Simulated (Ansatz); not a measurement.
**TiAl, response to strain**

Start from TiAl (space group P4/mmm, No. 123; a = 2.797 Å, c = 4.032 Å). Axes: x, y, z lie along a, b, c of the conventional cell.

Strains are applied to the cell and any free atomic positions relax; under biaxial strain the out-of-plane vector relaxes too; under stress the whole cell relaxes.

The values are results of DFT with PBEsol, PAW potentials and a 420 eV plane-wave cutoff in Ansatz (a program for electronic structure), scalar-relativistic without spin-orbit coupling, not measurements.

Notes on the quantities. pressure: mean of the normal stresses, compression positive.

```csv
variant,shortest interatomic distance,pressure,space group
base,2.797 Å,0.0 GPa,P4/mmm (No. 123)
"biaxial strain −2.76 %, plane normal [001], relaxed out of plane",2.720 Å,3.5 GPa,P4/mmm (No. 123)
"biaxial strain −2.15 %, plane normal [001], relaxed out of plane",2.737 Å,2.7 GPa,P4/mmm (No. 123)
"biaxial strain −1.06 %, plane normal [001], relaxed out of plane",2.768 Å,1.3 GPa,P4/mmm (No. 123)
"biaxial strain −0.82 %, plane normal [001], relaxed out of plane",2.774 Å,1.0 GPa,P4/mmm (No. 123)
uniaxial strain ε_zz = −0.91 %,2.797 Å,1.1 GPa,P4/mmm (No. 123)
uniaxial strain ε_zz = +1.16 %,2.797 Å,-1.3 GPa,P4/mmm (No. 123)
"uniaxial stress, 2 GPa compression along z",2.807 Å,–,P4/mmm (No. 123)
tensor shear ε_yz = −3.55 %,2.754 Å,0.7 GPa,P2/m (No. 10)
"uniaxial stress, 3 GPa compression along z",2.796 Å,–,P4/mmm (No. 123)
```

Without a gap, meshes like the base's 17×17×12 leave anisotropic stresses uncertain by several tenths of a GPa, and small strain energies with them. Stability under load was not tested beyond the relaxation. The final runs are not spin-polarised.
